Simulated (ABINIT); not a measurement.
Worked example: self-consistent single point of HgS (F-43m, 2 atoms in the cell) in ABINIT.

Level of theory: PBE, norm-conserving pseudopotentials (PseudoDojo nc-sr-05 PBE standard) (plane waves; ABINIT).

The change in words: lattice scaled by 0.98. Reference geometry:
```
HgS
1.0
    0.00000     2.92500     2.92500
    2.92500     0.00000     2.92500
    2.92500     2.92500     0.00000
Hg S
1 1
Direct
  0.00000   0.00000   0.00000
  0.25000   0.25000   0.25000
```

Reference input (self-consistent single point, DFT, PBE, plane waves, norm-conserving pseudopotentials (PseudoDojo nc-sr-05 PBE standard)): pseudos = [Hg.upf, S.upf]; ecut = 898 eV; occopt = 3; tsmear = 0.01 eV; ngkpt = 5 5 5; nshiftk = 1; shiftk = 0 0 0; potentials = PseudoDojo nc-sr-05 PBE standard; nband = 18; kptopt = 1; nstep = 80; tolvrs = 1e-10. This run's input differs from it in these lines:

```diff
@@ -3,3 +3,3 @@
 pseudos "Hg.upf, S.upf"
-acell 7.8169932203 7.8169932203 7.8169932203
+acell 7.6606533558 7.6606533558 7.6606533558
 rprim
@@ -14,3 +14,3 @@
          0.0000000000    0.0000000000    0.0000000000
-         2.7637244573    2.7637244573    2.7637244573
+         2.7084499681    2.7084499681    2.7084499681
 ecut 898 eV
```

Log, with long lists cut:

```
--- !BeginCycle
solver: {iscf: 7, nstep: 80, nline: 4, wfoptalg: 0, }
tolerances: {tolvrs: 1.00E-10, }
...

     iter   Etot(hartree)      deltaE(h)  residm     vres2
 ETOT  1  -177.47288715906    -1.775E+02 1.860E-01 1.489E+02
 ETOT  2  -177.62341559178    -1.505E-01 5.348E-03 2.649E+01
 ETOT  3  -177.62751762848    -4.102E-03 1.317E-03 7.136E-01
 ETOT  4  -177.62758748597    -6.986E-05 5.076E-04 1.046E-01
 ETOT  5  -177.62760270255    -1.522E-05 1.056E-04 9.056E-03
 ETOT  6  -177.62760313781    -4.353E-07 8.242E-05 5.743E-04
 ETOT  7  -177.62760317361    -3.579E-08 2.025E-05 6.030E-06
 ETOT  8  -177.62760317400    -3.868E-10 1.680E-05 5.947E-07
 ETOT  9  -177.62760317406    -6.000E-11 4.083E-06 8.268E-09
 ETOT 10  -177.62760317405     7.958E-13 3.527E-06 8.360E-11
 At SCF step   10       vres2   =  8.36E-11 < tolvrs=  1.00E-10 =>converged.

 Cartesian components of stress tensor (hartree/bohr^3)
  sigma(1 1)= -3.13949105E-04  sigma(3 2)=  0.00000000E+00
  sigma(2 2)= -3.13949105E-04  sigma(3 1)=  0.00000000E+00
  sigma(3 3)= -3.13949105E-04  sigma(2 1)=  0.00000000E+00

 ----iterations are completed or convergence reached----

 reduced coordinates (array xred) for    2 atoms
       0.000000000000      0.000000000000      0.000000000000
       0.250000000000      0.250000000000      0.250000000000
 cartesian forces (eV/Angstrom) at end:
    1      0.00000000000000     0.00000000000000    -0.00000000000000
    2     -0.00000000000000    -0.00000000000000     0.00000000000000
 frms,max,avg= 1.5295496E-28 2.3963436E-28   0.000E+00  0.000E+00  0.000E+00 e/A
   [... lines left out ...]
 Fermi (or HOMO) energy (eV) =   6.02621   Average Vxc (eV)=  -9.97848
   [... lines left out ...]
total_energy        : -1.77627603174054E+02
total_energy_eV     : -4.83349289410095E+03
band_energy         : -2.06444753412024E+01
...

-Cartesian components of stress tensor (GPa)         [Pressure=  9.2367E+00 GPa]
- sigma(1 1)= -9.23670002E+00  sigma(3 2)=  0.00000000E+00
- sigma(2 2)= -9.23670002E+00  sigma(3 1)=  0.00000000E+00
- sigma(3 3)= -9.23670002E+00  sigma(2 1)=  0.00000000E+00

 Calculation completed.
```

The run converged in 10 iterations. Against the reference run the free energy goes up by 61.2 meV/atom and the pressure goes from 4.32 to 9.24 GPa.

The starting cell has typed, rounded lattice constants, without a prior relaxation at this level. For this run, on top of that: lattice scaled by 0.98. With a pressure of about 9 GPa the cell is away from its equilibrium volume at this level. The run gives no clean gap (levels at the Fermi energy touch, overlap or are partly filled at this smearing), which alone does not show that the compound is a metal.
